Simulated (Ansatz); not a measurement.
Input and output of a self-consistent single point for KLuS₂ (P1, 4 atoms in the cell) (Ansatz, a first-principles code).

Method of the run: PBEsol, default PAW files made with PBE (plane waves; Ansatz).

```
KLuS2
1.0
    1.97165     1.13833     7.29738
   -1.97165     1.13833     7.29738
    0.00000    -2.27666     7.29738
K Lu S
1 1 2
Cartesian
  0.01295   0.05714   0.01052
  0.03301  -0.08675  10.91378
 -0.02273  -0.03478  16.82022
 -0.02323   0.06438   5.09369
```

Reference input (self-consistent single point, DFT, PBEsol, plane waves, default PAW files made with PBE): kpoints.mp_grid.grid = 5 5 5; kpoints.mp_grid.shift = 0.5 0.5 0.5; hamiltonian.xc = pbesol; hamiltonian.pseudopotentials = {kind: paw} (the program's default PAW files); scf.occupations.method = fermi_dirac; scf.occupations.width = 0.05 eV. This run's input differs from it in these lines:

Ansatz 0.2 input:
```diff
@@ -12,3 +12,3 @@
 kpoints:
-  mp_grid: { grid: [5, 5, 5], shift: [0.5, 0.5, 0.5] }
+  mp_grid: { grid: [11, 11, 11], shift: [0.5, 0.5, 0.5] }
 hamiltonian:
```

Log, with long lists cut:

```
SCF iter   1: F=—  HF=-17904.793077 eV  |F-HF|=—  |Δ(HF+E_count)|=         —  Δρ=4.64e-3  dr2=3.70e-2  ethr=1.77e-3  ⟨swp⟩=8.0  Hψ=101057  notcnv=0
all-band conjugate gradients solve this SCF's bands
preconditioner: auto → Resta (q_TF=auto, 2.404 Å⁻¹)
SCF iter   2: F=—  HF=-17904.782432 eV  |F-HF|=—  |Δ(HF+E_count)|=   1.06e-2  Δρ=1.96e-3  dr2=6.05e-3  ethr=8.05e-5  ⟨swp⟩=3.0  Hψ=43347  notcnv=0  defer=440
   [... lines left out ...]
SCF iter   5: F=—  HF=-17904.781345 eV  |F-HF|=—  |Δ(HF+E_count)|=   6.08e-5  Δρ=1.51e-4  dr2=3.40e-5  ethr=2.49e-7  ⟨swp⟩=3.4  Hψ=45127  notcnv=0  defer=440
SCF iter   6: F=—  HF=-17904.781340 eV  |F-HF|=—  |Δ(HF+E_count)|=   5.20e-6  Δρ=5.56e-5  dr2=5.00e-6  ethr=7.39e-8  ⟨swp⟩=2.0  Hψ=26710  notcnv=0  defer=440
SCF iter   7: F=—  HF=-17904.781343 eV  |F-HF|=—  |Δ(HF+E_count)|=   3.23e-6  Δρ=1.62e-5  dr2=2.89e-7  ethr=1.09e-8  ⟨swp⟩=2.1  Hψ=33707  notcnv=0  defer=442
SCF iter   8: F=-17904.781344 eV  HF=-17904.781344 eV  |F-HF|=9.17e-9  |Δ(HF+E_count)|=   2.01e-7  Δρ=6.99e-6  dr2=5.24e-8  ethr=2.17e-10  ⟨swp⟩=12.4  Hψ=137390  notcnv=0
SCF 1 converged in 8 iterations: F = -17904.781344 eV  dr2 = 5.24e-8
Free energy (F): -17904.781344 eV
Internal energy: -17904.781344 eV  (E = F + TS)
E sigma→0 (E₀):  -17904.781344 eV
Fermi energy:    8.125128 eV
--- Forces (eV/Å), atoms counted from 1 ---
  atom   1  K     -0.04469706    -0.05742941    -0.10545709
  atom   2  Lu    -0.23499683     0.51558464     0.40001154
  atom   3  S      0.20406307     0.03269326    -0.31533971
  atom   4  S      0.07564344    -0.49086425     0.02077971
--- Stress (GPa, compression-positive) ---
       -0.937472      -0.186750      -0.263876
       -0.186750      -0.589360      -0.897269
       -0.263876      -0.897269      -0.474192
  P = ⅓ Tr σ = -0.6670 GPa (-6.670 kbar)
  The stress holds the Pulay correction. Without it, at fixed plane waves, as pw.x and ABINIT print it: P = -0.6863 GPa
```

The run converged in 8 iterations. Against the reference run the free energy falls by 1.8 meV/atom, the pressure hardly changes (-0.63 to -0.67 GPa), the largest force hardly changes (0.687 to 0.694 eV/Å) and the gap on the mesh goes from 2.287 to 2.205 eV.

The starting cell comes from a database of computed structures (which also holds hypothetical and non-ambient phases and stackings), without a prior relaxation at this level. Its atoms were displaced at random from the sites of space group no. 166. Spin-orbit coupling is off. Ansatz's pressure includes its estimate of the finite-basis (Pulay) stress. The shifted mesh does not hold Γ, so a gap read on it misses any band edge there.

Cost on one core of a shared machine: roughly 3 min.
